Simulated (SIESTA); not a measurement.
Worked example: self-consistent single point of a sheet of PbO (4 atoms in the cell) in SIESTA.

Computed with GGA PBE, numerical atomic orbitals DZP, PseudoDojo PBE standard norm-conserving potentials (rewritten from UPF to PSML) (SIESTA).

The change in words: lattice scaled in the plane by 0.98. Reference geometry:
```
PbO
1.0
    3.87966     0.00000     0.00000
    0.00000     3.87966     0.00000
    0.00000     0.00000    16.36593
Pb O
2 2
Direct
  0.50000   0.00000   0.57228
  0.00000   0.50000   0.42772
  0.00000   0.00000   0.50000
  0.50000   0.50000   0.50000
```

Reference input (self-consistent single point, DFT, GGA PBE, numerical atomic orbitals DZP, PseudoDojo PBE standard norm-conserving potentials (rewritten from UPF to PSML)): XC.functional = GGA; XC.authors = PBE; potentials = PseudoDojo PBE standard; PAO.BasisSize = DZP; PAO.EnergyShift = 0.01 Ry; MeshCutoff = 400 Ry; kgrid.MonkhorstPack = 5 5 1; OccupationFunction = MP; OccupationMPOrder = 0; ElectronicTemperature = 2320.9 K; MaxSCFIterations = 150; SCF.Mixer.Method = Broyden. This run's input differs from it in these lines:

```diff
@@ -12,4 +12,4 @@
 %block LatticeVectors
-     7.331494857    0.000000000    0.000000000
-     0.000000000    7.331494857    0.000000000
+     7.184865337    0.000000000    0.000000000
+     0.000000000    7.184865337    0.000000000
      0.000000000    0.000000000   30.927133034
@@ -18,6 +18,6 @@
 %block AtomicCoordinatesAndAtomicSpecies
-     1.939830000    0.000000000    9.365929441  1
-     0.000000000    1.939830000    7.000004559  1
+     1.901033500    0.000000000    9.365929441  1
+     0.000000000    1.901033500    7.000004559  1
      0.000000000    0.000000000    8.182967000  2
-     1.939830000    1.939830000    8.182967000  2
+     1.901033500    1.901033500    8.182967000  2
 %endblock AtomicCoordinatesAndAtomicSpecies
```

The program printed (abridged):

```
        iscf     Eharris(eV)        E_KS(eV)     FreeEng(eV)     dDmax    Ef(eV) dHmax(eV)
   scf:    1    -4685.028366    -4694.763731    -4694.763731  0.591994 -3.649153 12.400369
   scf:    2    -4700.297147    -4697.764956    -4697.764956  0.058847 -2.903952  7.674313
   scf:    3    -4700.812526    -4700.019214    -4700.019214  0.091476 -2.860329  2.047777
   scf:    4    -4699.092050    -4699.749282    -4699.749282  0.115965 -2.707495  4.077306
   scf:    5    -4700.382819    -4700.140328    -4700.140328  0.030911 -3.361490  1.453831
   [... 5 lines left out ...]
   scf:   11    -4700.193692    -4700.193691    -4700.193691  0.000046 -3.043633  0.000934
   scf:   12    -4700.193692    -4700.193692    -4700.193692  0.000018 -3.043676  0.000850
   scf:   13    -4700.193692    -4700.193692    -4700.193692  0.000014 -3.043726  0.000770
   scf:   14    -4700.193692    -4700.193692    -4700.193692  0.000010 -3.043790  0.000699
SCF Convergence by DM+H criterion
max |DM_out - DM_in|         :     0.0000095373
max |H_out - H_in|      (eV) :     0.0006988860
SCF cycle converged after 14 iterations

Using DM_out to compute the final energy and forces

siesta: E_KS(eV) =            -4700.1937

siesta: E_KS - E_eggbox =     -4700.1937

siesta: Atomic forces (eV/Ang):
     1   -0.000000    0.000000    2.464928
     2   -0.000000    0.000000   -2.464928
     3    0.000000    0.000000   -0.000000
     4    0.000000    0.000000   -0.000000
   Tot    0.000000    0.000000   -0.000000
   Max    2.464928
   Res    1.006302    sqrt( Sum f_i^2 / 3N )
   Max    2.464928    constrained

Stress tensor Voigt[x,y,z,yz,xz,xy] (kbar):      -55.17      -55.17      -39.45       -0.00       -0.00        0.00
(Free)E + p*V (eV/cell)    -4692.8211
   [... lines left out ...]
siesta: FreeEng =     -4700.193692
siesta: Cell volume =        236.581253 Ang**3
siesta:          49.92873666         36.76394714  kBar
   [... lines left out ...]

mulliken: Qtot =       40.000

Mulliken Atomic Populations:
Atom #   charge [q] valence [e]  Species
     1     0.664261   13.335739  Pb
     2     0.664261   13.335739  Pb
     3    -0.664261    6.664261  O
     4    -0.664261    6.664261  O
 Total    -0.000000

siesta: Electric dipole (a.u.)  =    0.000000   -0.000000    0.000000
siesta: Electric dipole (Debye) =    0.000000   -0.000000    0.000000
```

The run converged in 14 iterations. Against the reference run the free energy goes up by 68.4 meV/atom, the largest force goes from 1.678 to 2.465 eV/Å and the gap on the mesh goes from 2.946 to 3.173 eV.

The starting cell was generated: these elements placed on a structure prototype, without a prior relaxation; it need not be a known phase or ordering of this composition. Its lattice was rescaled in the plane by a random factor within 2.5 % of one. For this run, on top of that: lattice scaled in the plane by 0.98. Spin-orbit coupling is off. Values carry the incompleteness of an atom-centred basis. Forces in this geometry exceed 1 eV/Å.

Cost on one core of a shared machine: roughly 30 s.
